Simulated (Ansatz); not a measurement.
Input and output of a self-consistent single point for a (111) slab of K2Pd (cut from a parent of space group no. 123; 12 atoms in the cell) (Ansatz, a first-principles code).

Method: PBEsol, default PAW files made with PBE (plane waves; Ansatz).

```
CELL_PARAMETERS angstrom
      8.03852     0.00000     0.00000
      4.01926     5.44699     0.00000
      0.00000     0.00000    22.13809
ATOMIC_POSITIONS crystal
  K  0.70283 0.09434 0.31620
  K  0.20283 0.09434 0.31620
  Pd 0.20283 0.59434 0.31620
  K  0.47507 0.54986 0.43873
  K  0.97507 0.54986 0.43873
  Pd 0.97507 0.04986 0.43873
  K  0.24731 0.00539 0.56127
  K  0.74731 0.00539 0.56127
  Pd 0.74731 0.50538 0.56127
  K  0.01954 0.46091 0.68380
  K  0.51955 0.46091 0.68380
  Pd 0.51955 0.96091 0.68380
```

Reference input (self-consistent single point, DFT, PBEsol, plane waves, default PAW files made with PBE): basis.ecutwfc = 30.9 Ry; kpoints.mp_grid.grid = 3 3 1; hamiltonian.xc = pbesol; hamiltonian.pseudopotentials = {kind: paw} (the program's default PAW files); scf.occupations.method = fermi_dirac; scf.occupations.width = 0.0073 Ry. This run's input differs from it in these lines:

Ansatz 0.2 input:
```diff
@@ -22,3 +22,3 @@
 kpoints:
-  mp_grid: { grid: [3, 3, 1] }
+  mp_grid: { grid: [4, 4, 1] }
 hamiltonian:
```

The program printed (abridged):

```
SCF iter   1: F=—  HF=-39750.666546 eV  |F-HF|=—  |Δ(HF+E_count)|=         —  Δρ=2.16e-3  dr2=4.82e-2  ethr=1.77e-3  ⟨swp⟩=11.1  Hψ=3047  notcnv=0
all-band conjugate gradients solve this SCF's bands
preconditioner: auto → LDOS
SCF iter   2: F=—  HF=-39750.682747 eV  |F-HF|=—  |Δ(HF+E_count)|=   1.62e-2  Δρ=2.44e-3  dr2=7.38e-2  ethr=3.35e-5  ⟨swp⟩=2.1  Hψ=1317  notcnv=0
   [... lines left out ...]
SCF iter   7: F=—  HF=-39750.673178 eV  |F-HF|=—  |Δ(HF+E_count)|=   1.70e-4  Δρ=1.29e-5  dr2=4.88e-6  ethr=1.54e-8  ⟨swp⟩=2.0  Hψ=854  notcnv=0
SCF iter   8: F=—  HF=-39750.673179 eV  |F-HF|=—  |Δ(HF+E_count)|=   3.04e-7  Δρ=4.97e-6  dr2=5.72e-7  ethr=3.39e-9  ⟨swp⟩=2.0  Hψ=792  notcnv=0
SCF iter   9: F=—  HF=-39750.673179 eV  |F-HF|=—  |Δ(HF+E_count)|=   2.45e-7  Δρ=2.18e-6  dr2=1.05e-7  ethr=3.97e-10  ⟨swp⟩=2.0  Hψ=852  notcnv=0
SCF iter  10: F=-39750.673179 eV  HF=-39750.673179 eV  |F-HF|=3.78e-9  |Δ(HF+E_count)|=   8.19e-9  Δρ=9.14e-7  dr2=1.52e-8  ethr=6.94e-11  ⟨swp⟩=8.7  Hψ=2323  notcnv=0
SCF 1 converged in 10 iterations: F = -39750.673179 eV  dr2 = 1.52e-8
Free energy (F): -39750.673179 eV
Internal energy: -39750.470507 eV  (E = F + TS)
E sigma→0 (E₀):  -39750.571843 eV
Entropy (-TS):   -0.202672 eV (-16.889 meV/atom)
Fermi energy:    1.037725 eV
--- Forces (eV/Å), atoms counted from 1 ---
  atom   1  K      0.11366577    -0.06081046    -0.10274360
  atom   2  K     -0.11366576    -0.06081047    -0.10274360
  atom   3  Pd    -0.00000000     0.10235490     0.52570571
  atom   4  K     -0.03821699    -0.00353529    -0.00255390
  atom   5  K      0.03821699    -0.00353529    -0.00255390
  atom   6  Pd    -0.00000000     0.05082611    -0.03295747
  atom   7  K      0.03821699     0.00353529     0.00255390
  atom   8  K     -0.03821699     0.00353529     0.00255390
   [... lines left out ...]
  atom  12  Pd     0.00000000    -0.10235490    -0.52570571
--- Stress (GPa, compression-positive) ---
       -0.443695       0.000000      -0.000000
        0.000000      -0.857143       0.006299
       -0.000000       0.006299      -0.413721
  P = ⅓ Tr σ = -0.5715 GPa (-5.715 kbar)
  The stress holds the Pulay correction. Without it, at fixed plane waves, as pw.x and ABINIT print it: P = -0.5740 GPa
```

The run converged in 10 iterations. Against the reference run the free energy falls by 3.1 meV/atom and the largest force goes from 0.522 to 0.536 eV/Å.

The starting cell comes from a database of computed structures (which also holds hypothetical and non-ambient phases and stackings), without a prior relaxation at this level. The slab is cut from that crystal, and its faces are unrelaxed. Its lattice was rescaled by up to half a per cent. Spin polarisation is off.

Cost on one core of a shared machine: roughly 40 s.
